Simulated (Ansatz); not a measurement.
Output of an Ansatz run (abridged):

```
WARN ansatz: RAYON_NUM_THREADS=1 ignored (pool sized by the plan → 1); use --threads N
Pseudopotentials: kind: paw
Pseudopotential: Ag, paw, valence charge 19
Pseudopotential: Sb, paw, valence charge 21
Pseudopotential: Bi, paw, valence charge 23
Pseudopotential: Te, paw, valence charge 16
Crystal: 8 atoms, lattice volume = 236.399 Å³
Basis set: ecut = 640 eV, 8685 PW (Γ), exchange–correlation on 128×128×128 points (8 copies of the dense FFT grid, shifted against one another)
Bands: 88, of which v1, the nominal top of the filled ones, is band 73 counted from 1 (72 counted from 0)
Symmetry: 8 space group operations
Space group: I-4m2 (ITA 119), of the structure as read, at distance tolerance 6.2e-5 Å
k-points: 18 of 125 (time reversal used)
PAW frozen core: Ag, regenerated for the run's functional, and the local potential with it
PAW frozen core: Sb, regenerated for the run's functional, and the local potential with it
PAW frozen core: Bi, regenerated for the run's functional, and the local potential with it
PAW frozen core: Te, regenerated for the run's functional, and the local potential with it
Initial density: superposition of atomic densities (chi_scale 0.1, normalization cell, long waves kept (reshape's long-wave potential 0.01 eV rms))
Initial wavefunctions: pseudopotential atomic-orbital guess
Eigensolver: davidson
Functional: x = pbesol(κ = 0.804, μ = 0.12345679012345678), c = pbesol(β = 0.046)
SCF iter   1: F=—  HF=-67788.350945 eV  |F-HF|=—  |Δ(HF+E_count)|=         —  Δρ=1.61e-2  dr2=1.52e0  ethr=3.10e-3  ⟨swp⟩=7.6  Hψ=6190  notcnv=0  defer=9
all-band conjugate gradients solve this SCF's bands
preconditioner: auto → Resta (q_TF=auto, 2.518 Å⁻¹)
SCF iter   2: F=—  HF=-67788.028601 eV  |F-HF|=—  |Δ(HF+E_count)|=   3.22e-1  S|Δr|=    0.00e0  Δρ=8.45e-3  dr2=3.03e-1  ethr=1.04e-3  ⟨swp⟩=2.0  Hψ=2266  notcnv=0  defer=143
preconditioner: auto → LDOS
SCF iter   3: F=—  HF=-67787.967580 eV  |F-HF|=—  |Δ(HF+E_count)|=   6.10e-2  S|Δr|=    0.00e0  Δρ=2.75e-3  dr2=2.06e-2  ethr=2.07e-4  ⟨swp⟩=2.6  Hψ=2571  notcnv=0  defer=143
SCF iter   4: F=—  HF=-67787.959671 eV  |F-HF|=—  |Δ(HF+E_count)|=   7.91e-3  S|Δr|=    0.00e0  Δρ=7.32e-4  dr2=1.46e-3  ethr=1.41e-5  ⟨swp⟩=2.0  Hψ=2753  notcnv=0  defer=143
SCF iter   5: F=—  HF=-67787.959267 eV  |F-HF|=—  |Δ(HF+E_count)|=   4.05e-4  S|Δr|=    0.00e0  Δρ=1.54e-4  dr2=4.72e-5  ethr=9.99e-7  ⟨swp⟩=2.1  Hψ=2959  notcnv=0  defer=153
SCF iter   6: F=—  HF=-67787.959456 eV  |F-HF|=—  |Δ(HF+E_count)|=   1.89e-4  S|Δr|=    0.00e0  Δρ=5.08e-5  dr2=7.10e-6  ethr=3.24e-8  ⟨swp⟩=2.1  Hψ=2779  notcnv=0  defer=153
SCF iter   7: F=—  HF=-67787.959454 eV  |F-HF|=—  |Δ(HF+E_count)|=   1.43e-6  S|Δr|=    0.00e0  Δρ=1.10e-5  dr2=2.20e-7  ethr=4.86e-9  ⟨swp⟩=2.0  Hψ=2709  notcnv=0  defer=153
SCF iter   8: F=-67787.959454 eV  HF=-67787.959454 eV  |F-HF|=2.72e-8  |Δ(HF+E_count)|=   2.91e-8  S|Δr|=    0.00e0  Δρ=3.95e-6  dr2=3.70e-8  ethr=6.85e-11  ⟨swp⟩=13.3  Hψ=9563  notcnv=0
SCF 1 converged in 8 iterations: F = -67787.959454 eV  dr2 = 3.70e-8
SCF converged after 8 iterations
Stability not checked (fill_not_monotonic)
Free energy (F): -67787.959454 eV
Harris-Foulkes:  -67787.959454 eV  (|F-HF|=2.72e-8)
Internal energy: -67787.956752 eV  (E = F + TS)
E sigma→0 (E₀):  -67787.958553 eV
Entropy (-TS):   -0.002702 eV (-0.338 meV/atom)
Fermi energy:    11.068389 eV
Step filling:    the computed levels leave a gap of 0.0696 eV = 0.5 smearing widths
--- Per-component energies (eV) ---
  E_band       = -3115.994938
  E_kinetic    = 4319.554964
  E_local      = -21468.531051  (includes V_loc(G=0)·N_el)
  E_nonlocal   = -119.573059
  E_hartree    = 8465.953765
  E_xc         = -3544.308083
  E_vxc        = -1598.361384  (∫ρ·V_xc dr)
  E_paw        = -37639.428951  (= ΣΔE_a)
  E_vpaw       = -1180.970902  (= ΣTr[D̂ρ^β])
  E_aug_tail   = 0.000715  (compensation charges beyond the density's cutoff)
  E_ewald      = -17804.499276
  E_core_change = 2.874224  (= ΣΔE_core)
  E_smearing   = -0.002702  (= −TS)
  E_closure    = 0.000000  (closes the sum)
  Σ components = -67787.959454   (vs F -67787.959454, Δ=0.00e0)
--- Forces (eV/Å), atoms counted from 1 ---
  atom   1  Ag     0.00000000     0.00000000    -0.00000000
  atom   2  Ag    -0.00000000    -0.00000000     0.00000000
  atom   3  Sb     0.00000000    -0.00000000     0.00000000
  atom   4  Bi     0.00000000    -0.00000000    -0.00000000
  atom   5  Te    -0.00000000     0.00000000     0.08377273
  atom   6  Te    -0.00000000    -0.00000000    -0.08377273
  atom   7  Te     0.00000000    -0.00000000    -0.19837973
  atom   8  Te     0.00000000     0.00000000     0.19837973
  max |Σ_I F_I| component: 4.34e-17 eV/Å
--- Stress (GPa, compression-positive) ---
       -3.516320      -0.000000      -0.000000
       -0.000000      -3.516320       0.000000
       -0.000000       0.000000      -1.986393
  P = ⅓ Tr σ = -3.0063 GPa (-30.063 kbar)
  The stress holds the Pulay correction. Without it, at fixed plane waves, as pw.x and ABINIT print it: P = -3.0093 GPa
--- Band table (eV; the first three rows and the last of 18) ---
  k-point 0: bands = ["-142.7253", "-86.4870", "-86.4704", "-86.4704", "-80.7878", "-80.7878", "-80.7798", "-80.2081", "-80.1826", "-43.7217", "-43.7080", "-43.7080", "-43.6949", "-43.6834", "-43.6834", "-25.7090", "-25.7084", "-25.7071", [...]
  k-point 1: bands = ["-142.7253", "-86.4870", "-86.4704", "-86.4704", "-80.7878", "-80.7878", "-80.7798", "-80.2081", "-80.1826", "-43.7217", "-43.7080", "-43.7080", "-43.6949", "-43.6834", "-43.6834", "-25.7088", "-25.7084", "-25.7068", [...]
  k-point 2: bands = ["-142.7253", "-86.4870", "-86.4704", "-86.4704", "-80.7878", "-80.7878", "-80.7798", "-80.2081", "-80.1826", "-43.7217", "-43.7080", "-43.7080", "-43.6949", "-43.6834", "-43.6834", "-25.7085", "-25.7083", "-25.7065", [...]
  k-point 17: bands = ["-142.7253", "-86.4870", "-86.4704", "-86.4704", "-80.7878", "-80.7878", "-80.7798", "-80.2081", "-80.1826", "-43.7217", "-43.7080", "-43.7080", "-43.6949", "-43.6834", "-43.6834", "-25.7088", "-25.7085", "-25.7068", [...]
```

The structure:

```xyz
8
Lattice="-3.0981 3.0981 6.1573 3.0981 -3.0981 6.1573 3.0981 3.0981 -6.1573" Properties=species:S:1:pos:R:3 pbc="T T T"
Ag     0.0000     0.0000     6.1573
Ag     3.0981     0.0000     3.0786
Sb     0.0000     3.0981     3.0786
Bi     0.0000     0.0000     0.0000
Te     3.0981     0.0000     0.0021
Te     3.0981     0.0000     6.1552
Te     0.0000     0.0000     9.1824
Te     0.0000     0.0000     3.1321
```

Task: Reconstruct the input of this run.

Result: Other spellings and defaults could give the same log, and not every line can be read from it. The input that was run (DFT, PBEsol, plane waves, harder PAW files (source: ansatz) made with PBE):

Ansatz 0.2 input:
```yaml
crystal:
  lattice:
    - [-3.09812500, 3.09812500, 6.15726000]
    - [3.09812500, -3.09812500, 6.15726000]
    - [3.09812500, 3.09812500, -6.15726000]
  atoms:
    - { symbol: Ag, position: [0.50000000, 0.50000000, 0.00000000] }
    - { symbol: Ag, position: [0.25000000, 0.75000000, 0.50000000] }
    - { symbol: Sb, position: [0.75000000, 0.25000000, 0.50000000] }
    - { symbol: Bi, position: [0.00000000, 0.00000000, 0.00000000] }
    - { symbol: Te, position: [0.00017000, 0.50017000, 0.50000000] }
    - { symbol: Te, position: [0.49983000, 0.99983000, 0.50000000] }
    - { symbol: Te, position: [0.74566000, 0.74566000, 0.00000000] }
    - { symbol: Te, position: [0.25434000, 0.25434000, 0.00000000] }
basis:
  ecutwfc: 640.0
kpoints:
  mp_grid:
    grid: [5, 5, 5]
hamiltonian:
  xc: pbesol
  pseudopotentials:
    kind: paw
    source: ansatz
scf:
  occupations:
    method: cold
    width: 0.136
output:
  forces: true
  eigenvalues: true
  stress: true
```

The starting cell comes from a database of computed structures (which also holds hypothetical and non-ambient phases and stackings), without a prior relaxation at this level. Spin-orbit coupling is off. With a pressure of about -3 GPa the cell is away from its equilibrium volume at this level. Ansatz's pressure includes its estimate of the finite-basis (Pulay) stress. A gap is left out here, as mesh or smearing make it unsure.

Ansatz is an electronic-structure program.
